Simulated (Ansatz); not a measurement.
An Ansatz (an electronic-structure program) run: KTaO3 with a change (O → S); PBEsol (Ansatz, PAW, no spin-orbit coupling).

Input:

Ansatz 0.2 input:
```yaml
crystal:
  lattice:
    - [4.8079620574, 0, 0]
    - [0, 4.8079620574, 0]
    - [0, 0, 4.8079620574]
  atoms:
    - { symbol: K, position: [0, 0, 0] }
    - { symbol: Ta, position: [0.5, 0.5, 0.5] }
    - { symbol: S, position: [0, 0.5, 0.5] }
    - { symbol: S, position: [0.5, 0.5, 0] }
    - { symbol: S, position: [0.5, 0, 0.5] }
basis: { ecutwfc: 420, ecutrho_ratio: 4, xc_grid: 2, fft_grid_basis: typed }
kpoints: { mp_grid: { grid: [10, 10, 10] } }
hamiltonian:
  xc: pbesol
  dispersion: none
  pseudopotentials: { kind: paw }
scf: { occupations: { method: fermi_dirac, width: 0.05 }, convergence: { dr2_threshold: 0.0000000005 } }
output: { forces: true, stress: true }
checkpoint: { write: state.ck, write_every: 1000 }
```

Output:

```
WARN ansatz: RAYON_NUM_THREADS=2 ignored (pool sized by the plan → 2); use --threads N
Pseudopotentials: kind: paw
Pseudopotential: K, paw, valence charge 9
Pseudopotential: Ta, paw, valence charge 13
Pseudopotential: S, paw, valence charge 6
Functional definition: PBEsol
Crystal: 5 atoms, lattice volume = 111.143 Å³
Basis set: ecut = 420 eV, 2109 PW (Γ), exchange–correlation on 72×72×72 points (8 copies of the dense FFT grid, shifted against one another)
Bands: 25, of which v1, the nominal top of the filled ones, is band 20 counted from 1 (19 counted from 0)
Symmetry: 48 space group operations
Space group: Pm-3m (ITA 221), of the structure as read, at distance tolerance 4.8e-5 Å
k-points: 56 of 1000
PAW frozen core: K, regenerated for the run's functional, and the local potential with it
PAW frozen core: Ta, regenerated for the run's functional, and the local potential with it
PAW frozen core: S, regenerated for the run's functional, and the local potential with it
Initial density: superposition of atomic densities (neutral atoms: chi_scale 0, normalization atom), corrected by the library's trained network
Initial wavefunctions: pseudopotential atomic-orbital guess
Eigensolver: davidson
Functional: x = pbesol(κ = 0.804, μ = 0.12345679012345678), c = pbesol(β = 0.046)
SCF iter   1: F=—  HF=-13982.365515 eV  |F-HF|=—  |Δ(HF+E_count)|=         —  Δρ=9.11e-3  dr2=1.91e-1  ethr=1.77e-3  ⟨swp⟩=6.9  Hψ=7232  notcnv=0
all-band conjugate gradients solve this SCF's bands
preconditioner: auto → Kerker (q_TF=auto, 2.301 Å⁻¹)
SCF iter   2: F=—  HF=-13982.344095 eV  |F-HF|=—  |Δ(HF+E_count)|=   2.14e-2  Δρ=5.07e-3  dr2=5.86e-2  ethr=4.77e-4  ⟨swp⟩=1.0  Hψ=1849  notcnv=0
SCF iter   3: F=—  HF=-13982.334584 eV  |F-HF|=—  |Δ(HF+E_count)|=   9.51e-3  Δρ=7.26e-4  dr2=5.71e-4  ethr=1.47e-4  ⟨swp⟩=2.0  Hψ=1785  notcnv=0  defer=8
SCF iter   4: F=—  HF=-13982.334476 eV  |F-HF|=—  |Δ(HF+E_count)|=   1.08e-4  Δρ=1.06e-4  dr2=3.63e-5  ethr=1.43e-6  ⟨swp⟩=2.1  Hψ=2021  notcnv=0  defer=8
SCF iter   5: F=—  HF=-13982.334516 eV  |F-HF|=—  |Δ(HF+E_count)|=   4.00e-5  Δρ=4.79e-5  dr2=9.54e-6  ethr=9.06e-8  ⟨swp⟩=1.2  Hψ=1389  notcnv=0  defer=8
SCF iter   6: F=—  HF=-13982.334515 eV  |F-HF|=—  |Δ(HF+E_count)|=   1.62e-6  Δρ=1.66e-5  dr2=6.59e-7  ethr=2.39e-8  ⟨swp⟩=2.2  Hψ=2173  notcnv=0  defer=8
SCF iter   7: F=—  HF=-13982.334515 eV  |F-HF|=—  |Δ(HF+E_count)|=   4.37e-8  Δρ=5.31e-6  dr2=6.40e-8  ethr=1.65e-9  ⟨swp⟩=2.0  Hψ=2136  notcnv=0  defer=8
SCF iter   8: F=—  HF=-13982.334515 eV  |F-HF|=—  |Δ(HF+E_count)|=   8.30e-9  Δρ=1.33e-6  dr2=3.08e-9  ethr=1.60e-10  ⟨swp⟩=2.7  Hψ=2535  notcnv=0  defer=8
SCF iter   9: F=-13982.334515 eV  HF=-13982.334515 eV  |F-HF|=2.07e-10  |Δ(HF+E_count)|=   1.73e-9  Δρ=3.78e-7  dr2=2.32e-10  ethr=1.25e-12  ⟨swp⟩=4.8  Hψ=4914  notcnv=0
SCF 1 converged in 9 iterations: F = -13982.334515 eV  dr2 = 2.32e-10
SCF converged after 9 iterations
Free energy (F): -13982.334515 eV
Harris-Foulkes:  -13982.334515 eV  (|F-HF|=2.07e-10)
Internal energy: -13982.314339 eV  (E = F + TS)
E sigma→0 (E₀):  -13982.324427 eV
Entropy (-TS):   -0.020176 eV (-4.035 meV/atom)
Fermi energy:    7.245887 eV
--- Per-component energies (eV) ---
  E_band       = -321.970719
  E_kinetic    = 940.479019
  E_local      = -1956.675726  (includes V_loc(G=0)·N_el)
  E_nonlocal   = 115.555723
  E_hartree    = 683.936868
  E_xc         = -639.225845
  E_vxc        = -630.084102  (∫ρ·V_xc dr)
  E_paw        = -10786.536500  (= ΣΔE_a)
  E_vpaw       = -159.119632  (= ΣTr[D̂ρ^β])
  E_aug_tail   = 0.000124  (compensation charges beyond the density's cutoff)
  E_ewald      = -2340.355383
  E_core_change = 0.507380  (= ΣΔE_core)
  E_smearing   = -0.020176  (= −TS)
  E_closure    = -0.000000  (closes the sum)
  Σ components = -13982.334515   (vs F -13982.334515, Δ=0.00e0)
  [band-id]    e_kinetic+e_local+e_nonlocal+2·e_hartree+e_vxc+e_vpaw+e_augmentation_tail = -321.970856   (vs E_band -321.970719, Δ=-1.37e-4)
--- Forces (eV/Å), atoms counted from 1 ---
  atom   1  K     -0.00000000     0.00000000     0.00000000
  atom   2  Ta     0.00000000     0.00000000    -0.00000000
  atom   3  S      0.00000000     0.00000000    -0.00000000
  atom   4  S     -0.00000000    -0.00000000     0.00000000
  atom   5  S      0.00000000    -0.00000000     0.00000000
  max |Σ_I F_I| component: 2.85e-29 eV/Å
--- Stress (GPa, compression-positive) ---
        0.000079      -0.000000       0.000000
       -0.000000       0.000079      -0.000000
        0.000000      -0.000000       0.000079
  P = ⅓ Tr σ = 0.0001 GPa (0.001 kbar)
  The stress holds the Pulay correction. Without it, at fixed plane waves, as pw.x and ABINIT print it: P = -0.0133 GPa
  The stress includes an estimate of the error left by incomplete SCF convergence (largest component 0.0000 GPa).
--- Band table ---
  band table: none
```

Stability against distortions was not tested. All final runs are without spin polarisation. The cell was made from KTaO3 by this change: O → S; the result is a hypothetical phase, not in the database extracts checked. KTaS3 has a high density of states at the Fermi level and may be magnetic at this level.
